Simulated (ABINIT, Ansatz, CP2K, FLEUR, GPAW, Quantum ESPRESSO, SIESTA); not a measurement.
# YAl3 (P1, 4 atoms in the cell) computed with different codes at matched settings

Self-consistent single point, at a second geometry (atoms moved at random). First geometry:

```xyz
4
Lattice="4.2044 0.0000 0.0000 0.0000 4.2044 0.0000 0.0000 0.0000 4.2044" Properties=species:S:1:pos:R:3 pbc="T T T"
Y      0.0000     0.0000     0.0000
Al     0.0000     2.1022     2.1022
Al     2.1022     0.0000     2.1022
Al     2.1022     2.1022     0.0000
```

Second geometry:
```
YAl3
1.0
    4.20441     0.00000     0.00000
    0.00000     4.20441     0.00000
    0.00000     0.00000     4.20441
Y Al
1 3
Cartesian
  0.00159  -0.01814   0.00510
  0.01929   2.07255   2.08081
  2.02224   0.03858   2.12471
  2.16128   2.11142  -0.00621
```

Shared settings, as Ansatz (a first-principles code) writes them: kpoints.mp_grid.grid = 6 6 6; scf.occupations.method = fermi_dirac; scf.occupations.width = 0.1 eV. Potentials and cutoffs stand in the table.

| code | model | ΔF from the first geometry (meV/atom) | pressure (GPa) | largest force (eV/Å) | cutoff |
|---|---|---|---|---|---|
| CP2K | LDA (Pade form), GPW, DZVP-MOLOPT-SR-GTH basis, GTH-PADE potentials (GTH_POTENTIALS) | 9.7 | -1.35 | 0.526 | grid 500 Ry |
| FLEUR | LDA (Vosko-Wilk-Nusair), all-electron FLAPW (FLEUR), scalar-relativistic valence | 10.0 | – | 0.549 | Kmax 3.9 1/bohr |
| Ansatz | LDA (PW92), PAW files made with PBE | 10.0 | -0.85 | 0.544 | default |
| SIESTA | LDA PW92, numerical atomic orbitals TZP, PseudoDojo LDA standard norm-conserving potentials (rewritten from UPF to PSML) | 9.7 | -1.81 | 0.532 | grid 400 Ry |
| ABINIT | LDA (PW92), norm-conserving pseudopotentials (PseudoDojo nc-sr-04 LDA standard) | 10.0 | -1.03 | 0.542 | 36 Ha |
| Quantum ESPRESSO | LDA (PZ), PSlibrary PAW (LDA) pseudopotentials | 10.1 | -0.87 | 0.546 | 45 Ry |
| GPAW | LDA (Perdew-Wang 92), GPAW PAW datasets LDA (gpaw-data 1.0.1) | 10.0 | -0.84 | 0.544 | 550 eV |

Size of the force on each atom (eV/Å): Sizes of forces hide their directions.

```csv
code,Y1,Al2,Al3,Al4
CP2K,0.166,0.203,0.526,0.340
FLEUR,0.166,0.216,0.549,0.347
Ansatz,0.166,0.214,0.544,0.346
SIESTA,0.157,0.213,0.532,0.327
ABINIT,0.165,0.212,0.542,0.345
Quantum ESPRESSO,0.166,0.214,0.546,0.347
GPAW,0.166,0.214,0.544,0.345
```

A dash marks a value that a program does not give, or that is left out as unsure.

The spread over the programs that give each value: ΔF from the first geometry within 0.4 meV/atom; pressure within 0.97 GPa; largest force within 0.023 eV/Å.

CP2K and SIESTA use small atom-centred bases, whose incompleteness enters pressures, forces and empty levels differently from a plane-wave cutoff. FLEUR treats all electrons, but the usual bases taken here (sphere radii, linearisation, local orbitals, empty states) were not tested for convergence, so the values are no reference for the others. Ansatz's pressure is given at a fixed set of plane waves, as the other plane-wave codes print theirs. The same LDA comes in different parametrisations, which differ slightly.

The starting cell comes from a database of computed structures (which also holds hypothetical and non-ambient phases and stackings), without a prior relaxation at this level. Its lattice was rescaled by a random factor within 2.5 % of one. For this run, on top of that: atoms moved at random.

Keys are those of Ansatz 0.2.
